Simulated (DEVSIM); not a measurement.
System: abrupt Si n-p junction, at 300 K.

Layer 1 from the left is Si, thickness (μm) 0.640, Nd (cm⁻³) 8e17, τn (s) 5.2e-6, τp (s) 5.2e-6. Layer 2 from the left is Si, thickness (μm) 0.530, Na (cm⁻³) 2e16, τn (s) 5.2e-6, τp (s) 5.2e-6.

Left contact: ohmic. Right contact: ohmic. Voltage is applied to the left contact. Recombination: SRH at mid-gap. Mobility is constant in doping.

The device is made up for the run: typed textbook-type constants, with dimensions and the other settings drawn at random. Values at 300 K.

Si: gap (eV) 1.124, affinity (eV) 4.05, permittivity 11.7, Nc (cm⁻³) 2.86e19, Nv (cm⁻³) 3.1e19, μn (cm²/Vs) 1417, μp (cm²/Vs) 470.

Simulated with DEVSIM: 1D drift-diffusion, Boltzmann statistics, complete ionisation; no tunnelling, impact ionisation, image-force lowering or self-heating.

### Question
What does the simulation give for the largest field in the device at zero bias, the dark forward voltage at 100 A/cm², the dark forward voltage at 1 A/cm², the potential step across the device at zero bias?

### Answer
largest field in the device at zero bias 77000 V/cm; dark forward voltage at 100 A/cm² 0.663 V; dark forward voltage at 1 A/cm² 0.540 V; potential step across the device at zero bias 0.842 V.
